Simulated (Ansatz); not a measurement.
The starting structures come from a database of crystals and need not be the phases stable at ambient conditions.

 Where the default PAW files enter, the runs use the earlier of Ansatz's two default sets.

Inside the gap of an insulator the Bloch states are evanescent, with a wavenumber k + iκ along the transport direction.

Input:

```yaml
crystal:
  lattice:
    - [4.81158, 0.00000, 0.00000]
    - [-0.40802, 8.70230, 0.00000]
    - [0.40802, -2.60700, 3.98628]
  atoms:
    - { symbol: Bi, position: [0.86307, 0.75000, 0.88119] }
    - { symbol: Bi, position: [0.13693, 0.25000, 0.11881] }
    - { symbol: P, position: [0.33212, 0.75000, 0.40996] }
    - { symbol: P, position: [0.66788, 0.25000, 0.59004] }
    - { symbol: O, position: [0.17468, 0.58513, 0.39560] }
    - { symbol: O, position: [0.82532, 0.41487, 0.60440] }
    - { symbol: O, position: [0.82532, 0.08513, 0.27466] }
    - { symbol: O, position: [0.17468, 0.91487, 0.72534] }
    - { symbol: O, position: [0.35334, 0.25000, 0.54687] }
    - { symbol: O, position: [0.64666, 0.75000, 0.45313] }
    - { symbol: O, position: [0.30711, 0.75000, 0.09003] }
    - { symbol: O, position: [0.69289, 0.25000, 0.90997] }
```

Space group of this cell: P2_1/m. The cell is taken as given; by r2SCAN its mean pressure is -3.9 GPa.

Transport runs along the normal of the first two printed cell vectors.

The gap is the functional's own. No spin-orbit coupling. Mid-gap values are interpolated on the energy grid.

### Question
Give the band gap and the smallest decay constant κ at mid-gap that r2SCAN (Ansatz, a program for electronic structure) yields.

### Answer
Gap 4.20 eV on a 6×8×8 mesh; κ = 0.388 1/Å, at the zone centre.
